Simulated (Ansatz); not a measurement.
The parent structure is AlN in the wurtzite structure (space group P6_3mc, No. 186; a = 3.1138 Å, c = 4.9836 Å).

All numbers come from PBEsol (Ansatz, a quantum-chemistry and plane-wave program, PAW, scalar-relativistic without spin-orbit coupling).

Carriers are added at fixed cell with a uniform background; the Fermi–Dirac width is that of 300 K.

One change was made to it. Results:

The Fermi level relative to the doped band's edge (positive inside the band; to 0.05 eV) amounts to +0.20 eV; the gap between the host's bands increases by 0.03 eV to 4.12 eV; the gap character remains direct at Γ.

### Question
Which change produced these results?
A) electrons 1.5×10^21 cm⁻³
B) holes 1.5×10^21 cm⁻³
C) electrons 2.0×10^22 cm⁻³

### Answer
B, holes 1.5×10^21 cm⁻³. For comparison, the Fermi level from band edge in the other runs: electrons 2.0×10^22 cm⁻³ gives +1.55 eV; electrons 1.5×10^21 cm⁻³ gives +0.85 eV.

Charged cell with a jellium background: band edges are those of the host's band count, energies are not comparable with the neutral cell, and many-body gap narrowing is missing. Gaps are Kohn–Sham eigenvalue differences; semilocal functionals usually give less than the measured gap. Stability against distortions was not tested.
